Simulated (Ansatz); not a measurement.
Consider TiO2 in the rutile structure (space group P4_2/mnm, No. 136; a = 4.644 Å, c = 2.964 Å). Axes: x, y, z lie along a, b, c of the conventional cell.

(Cell as relaxed with PBE.)

Levels (all Ansatz, a quantum-chemistry and plane-wave program, PAW, earlier PAW set): PBE (420 eV, spin-orbit coupling left out); r2SCAN (500 eV, spin-orbit coupling left out).

Each level relaxes its own structure.

| base | PBE | r2SCAN |
|---|---|---|
| volume per atom | 10.65 Å³ | 10.41 Å³ |
| lattice parameter a | 464.4 pm | 459.7 pm |
| band gap | 1.86 eV | 2.22 eV |

Perturbation: compressive biaxial strain of 2.05 % in the plane normal to [001], as in epitaxy on a mismatched substrate; the out-of-plane cell vector and the atoms relax.

```json
[
 {"quantity": "electron mass", "PBE": "0.59 mₑ out of plane, 1.2 mₑ in plane (at Γ)", "r2SCAN": "…"},
 {"quantity": "shift of the gap caused by the change", "PBE": "-0.01 eV", "r2SCAN": "…"},
 {"quantity": "volume per atom", "PBE": "10.36 Å³", "r2SCAN": "…"},
 {"quantity": "band gap", "PBE": "1.85 eV", "r2SCAN": "…"}
]
```

Problem. Given the PBE results, estimate those of r2SCAN.

Solution. 
- electron mass, r2SCAN: 0.60 mₑ out of plane, 1.2 mₑ in plane (at Γ)
- shift of the gap caused by the change, r2SCAN: +0.02 eV
- volume per atom, r2SCAN: 10.13 Å³
- band gap, r2SCAN: 2.24 eV

PBE's shift of the gap caused by the change lies 0.03 eV below r2SCAN's; PBE's volume per atom lies 0.235 Å³ above r2SCAN's (2.3 %); PBE's band gap lies 0.39 eV below r2SCAN's. Neither level is exact; r2SCAN is the comparison here, not a measurement.

Masses are band curvatures over ±0.01 Å⁻¹ around the edge. Whether these cells are dynamically stable was not tested. The final runs are not spin-polarised.
